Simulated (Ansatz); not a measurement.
Take Nb in the bcc (W type) structure (space group Im-3m, No. 229; a = 3.304 Å; relaxed with 0.1 eV smearing) as the base. Axes: x, y, z lie along the cube axes.

The values are results of r2SCAN, PAW, 500 eV (Ansatz, a first-principles code; no spin-orbit coupling), not measurements.

Perturbation: a pure shear with ε_xy = ε_yx = 0.0200; the atoms relax in the strained cell.

Problem. Predict the stress tensor and what it implies for the stiffness.

Solution. Stress of the strained cell less that of the base (GPa, compression positive):
```
    0.0    -0.4     0.0
   -0.4     0.0     0.0
    0.0     0.0     0.3
```

Then −Δσ/γ with γ = 2ε = 0.0400 gives secant stiffness values (nonlinear terms included at this strain): C66 ≈ 9.9 GPa.

Whether these cells are dynamically stable was not tested. All final runs are without spin polarisation.
